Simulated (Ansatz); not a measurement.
The starting structures come from a database of crystals and need not be the phases stable at ambient conditions.

Input:

```yaml
crystal:
  lattice:
    - [5.24341, 0.00000, 0.00000]
    - [0.00000, 7.41530, 0.00000]
    - [2.62170, 3.70765, 2.62170]
  atoms:
    - { symbol: Sr, position: [0.50000, 0.75000, 0.00000] }
    - { symbol: Sr, position: [0.50000, 0.25000, 0.00000] }
    - { symbol: Fe, position: [0.00000, 0.00000, 0.00000] }
    - { symbol: H, position: [0.00000, 0.21754, 0.00000] }
    - { symbol: H, position: [0.00000, 0.78246, 0.00000] }
    - { symbol: H, position: [0.00000, 0.21754, 0.56492] }
    - { symbol: H, position: [0.00000, 0.78246, 0.43508] }
    - { symbol: H, position: [0.43508, 0.21754, 0.56492] }
    - { symbol: H, position: [0.56492, 0.78246, 0.43508] }
```

Space group of this cell: Fm-3m. The cell is taken as given.

Transport runs along the normal of the first two printed cell vectors, the (110) plane of the conventional cell.

No gap correction and no spin-orbit coupling; mid-gap values are interpolated between computed energies.

Question: Predict the band gap and the smallest decay constant κ at mid-gap from Ansatz (an electronic-structure program) with r2SCAN.

Answer: Gap 1.86 eV on a 12×12×12 mesh; κ = 0.424 1/Å, at the zone centre.
